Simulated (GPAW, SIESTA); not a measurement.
A SIESTA input for a relaxation of cell and atoms of Cd (P6_3/mmc, 2 atoms in the cell) (DFT, GGA PBE, numerical atomic orbitals DZP, PseudoDojo PBE standard norm-conserving potentials (rewritten from UPF to PSML)):

```
# files in the folder: Cd.psml (PseudoDojo PBE standard)
SystemName  Cd
SystemLabel Cd

NumberOfAtoms                2
NumberOfSpecies              1
%block ChemicalSpeciesLabel
  1 48 Cd
%endblock ChemicalSpeciesLabel
LatticeConstant              1.0 Bohr
%block LatticeVectors
     2.838217461   -4.915937320    0.000000000
     2.838217461    4.915937320    0.000000000
     0.000000000    0.000000000   10.705222907
%endblock LatticeVectors
AtomicCoordinatesFormat      Ang
%block AtomicCoordinatesAndAtomicSpecies
     1.501920000    0.867134017    1.416240000  1
     1.501920000   -0.867134017    4.248720000  1
%endblock AtomicCoordinatesAndAtomicSpecies

XC.functional                GGA
XC.authors                   PBE
PAO.BasisSize                DZP
PAO.EnergyShift              0.01 Ry
MeshCutoff                   350 Ry
%block kgrid.MonkhorstPack
   13   0   0  0.0
    0  13   0  0.0
    0   0   6  0.0
%endblock kgrid.MonkhorstPack
OccupationFunction           MP
OccupationMPOrder            0
ElectronicTemperature        0.1 eV

MaxSCFIterations             150
SCF.Mixer.Method             Broyden
SCF.Mixer.Weight             0.2
SCF.Mixer.History            8
SCF.DM.Tolerance             1.0E-04
Diag.ParallelOverK           true
MD.TypeOfRun                 CG
MD.Steps                     40
MD.MaxForceTol               0.02 eV/Ang
MD.VariableCell              true
MD.MaxStressTol              0.05 GPa
WriteForces                  true
```

Q: Write the same calculation as an input for GPAW.

A: One input that does it (others would too):

```python
from ase import Atoms
from ase.filters import FrechetCellFilter
from ase.optimize import BFGS
from ase.units import GPa
from gpaw import GPAW

atoms = Atoms(['Cd', 'Cd'],
              cell=[[1.501920, -2.601402, 0.000000],
                    [1.501920, 2.601402, 0.000000],
                    [0.000000, 0.000000, 5.664960]],
              scaled_positions=[[0.333333, 0.666667, 0.250000],
                                [0.666667, 0.333333, 0.750000]],
              pbc=True)

calc = GPAW(mode={'name': 'pw', 'ecut': 600},
            xc='PBE',
            kpts={'size': (13, 13, 6), 'gamma': True},
            occupations={'name': 'methfessel-paxton', 'width': 0.1, 'order': 0},
            nbands=-6,
            convergence={'density': 1e-05},
            symmetry={'symmorphic': False, 'tolerance': 0.0005},
            maxiter=150,
            txt='-')

atoms.calc = calc

target = FrechetCellFilter(atoms)

opt = BFGS(target, logfile='-')
converged = opt.run(fmax=0.03, steps=40)
print('Relaxation converged:', converged)
print('Cell:', atoms.cell.cellpar().round(4))
print(atoms.get_scaled_positions().round(5))

energy = atoms.get_potential_energy()
print('Energy (eV):', round(energy, 6))
forces = atoms.get_forces()
print('Forces (eV/Ang):')
print(forces.round(5))
stress = atoms.get_stress()
print('Stress (GPa, Voigt):', (stress / GPa).round(4))
```

Basis, cutoffs, solver keys and any potentials are the target program's own. This input uses DFT PBE, plane waves, GPAW PAW datasets PBE (gpaw-data 1.0.1).

The starting cell has typed, rounded lattice constants, without a prior relaxation at this level. Its lattice was rescaled by a random factor within 2.5 % of one.
